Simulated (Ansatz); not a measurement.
Cost and result by functional for the adsorption energy of NH3 on the 1x1 (0001) surface of corundum (cut with top plane Al), one in a 1x1 cell, started at the site 'hollow Al-O-O-O over O at depth 2.3 Å', in Ansatz (plane waves, PAW). Single points on the PBE structure, on one kind of machine; costs are rough ratios of the slab run's core time (references not counted) to the cheapest single point. r2SCAN's cost holds its higher cutoff (500 against 420 eV). Differences are taken against HSE06 for comparison alone: no measured value is at hand, so the table doesn't rank accuracy. HSE06 ran on a coarser k-mesh, which lowers its cost and may carry part of its shift.

Host crystal: corundum, with a band gap (PBE, scalar-relativistic without spin-orbit coupling).

Set-up: 24 atoms, 6.7 Å thick at the start under the adsorbate (thin: gaps and levels are the slab's own); mesh 6x6x1; 0.01 eV smearing; dipole correction on; 9 atoms held, the rest relaxed; no symmetry held; no spin, no spin-orbit, no U, no dispersion correction. At the end it is bonded to Al. In PBE it is, or lies within 0.03 eV of, the lowest of the starts that converged. These notes are the PBE run's. Adsorption energies are against NH3(g). A negative adsorption energy means that the adsorbate is more stable on the surface than in its reference.

```csv
functional,relative cost,adsorption energy (eV),less HSE06 (eV)
RPBE,1,-0.77,0.26
r2SCAN,2,-1.18,-0.14
HSE06,10,-1.03,0.00
PBE (the relaxed run's value),–,-1.00,0.03
```

The values span 0.40 eV, while the single points' costs differ by a factor of roughly 10. Differences are of unrounded values.

Ansatz is a quantum-chemistry and plane-wave program.
